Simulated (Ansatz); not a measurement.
## A short convergence ladder for HfSb4Mo (Cm, 6 atoms in the cell)

```
CELL_PARAMETERS angstrom
      5.13331    -1.82428     0.00000
      5.13331     1.82428     0.00000
     -4.15957     0.00000     7.28913
ATOMIC_POSITIONS crystal
  Hf 0.15417 0.15417 0.19762
  Sb 0.85895 0.85895 0.47690
  Sb 0.15648 0.15648 0.54617
  Sb 0.39566 0.39566 0.09418
  Sb 0.59104 0.59104 0.88389
  Mo 0.84752 0.84752 0.80810
```

Base method: PBEsol, default PAW files made with PBE (plane waves; Ansatz, a first-principles code).

Base settings: basis.ecutwfc = 420 eV; kpoints.mp_grid.grid = 5 5 2; hamiltonian.xc = pbesol; hamiltonian.pseudopotentials = {kind: paw} (the program's default PAW files); scf.occupations.method = gaussian; scf.occupations.width = 0.136 eV.

**The width of Gaussian smearing**

The mesh stays at the base's, so the ladder's end is converged at best in this setting alone.

Only quantities that move along the ladder and can be compared are tabulated.

| scf.occupations.width | free energy less the last step's (meV/atom) | pressure (GPa) | largest difference of a force vector from the last step's (eV/Å) |
|---|---|---|---|
| 1 eV | -101.58 | -0.01 | 0.146 |
| 0.5 eV | -17.59 | -1.06 | 0.084 |
| 0.2 eV | -1.62 | -1.22 | 0.032 |
| 0.1 eV | -0.23 | -1.23 | 0.017 |
| 0.02 eV | 0.00 | -1.23 | 0.000 |

Widest scf.occupations.width that holds the pressure within 1 GPa of the last step, with all finer ones: 0.5 eV; the step before is off by 1.2 GPa.

Widest scf.occupations.width that holds the free energy within 1 meV/atom of the last step, with all finer ones: 0.1 eV; the step before is off by 1.6 meV/atom.

Widest scf.occupations.width that holds the forces within 0.02 eV/Å: not settled: the last two steps still differ by 0.017 eV/Å, over half the tolerance, so the ladder does not show it.

On the base run: the starting cell comes from a database of computed structures (which also holds hypothetical and non-ambient phases and stackings), without a prior relaxation at this level. Its lattice was rescaled by up to half a per cent. One atom was moved a little off its site on purpose. Spin polarisation is off. Ansatz's pressure includes its estimate of the finite-basis (Pulay) stress.

Keys are those of Ansatz 0.2.
